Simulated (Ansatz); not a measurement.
Consider AlBN₂ in the chalcopyrite structure (space group I-42d, No. 122; a hypothetical phase, not in the database extracts checked).

```
AlBN2
1.0
   -2.04392     2.04392     3.80887
    2.04392    -2.04392     3.80887
    2.04392     2.04392    -3.80887
Al B N
2 2 4
Direct
  0.00000   0.00000   0.00000
  0.75000   0.25000   0.50000
  0.50000   0.50000   0.00000
  0.25000   0.75000   0.50000
  0.37500   0.43185   0.55685
  0.56815   0.12500   0.94315
  0.87500   0.81815   0.44315
  0.18185   0.62500   0.05685
```

Cartesian axes are those of the cell as printed.

Level of theory: PBEsol (Ansatz, a first-principles code; PAW; 420 eV plane waves; no SOC).

Before the change:

The band gap comes out as 2.69 eV.

It is then changed as follows: uniaxial stress, 5 GPa tension along z; all other stress components relax to zero.

Task: How does this affect the band gap?

Result: The band gap increases by 0.193 eV, from 2.69 eV to 2.89 eV.

Task: Predict the new strain response.

Result: The strain response (xx, yy, zz) comes out as (−0.74, −0.74, +2.34) %.

Stability under load was not tested beyond the relaxation.
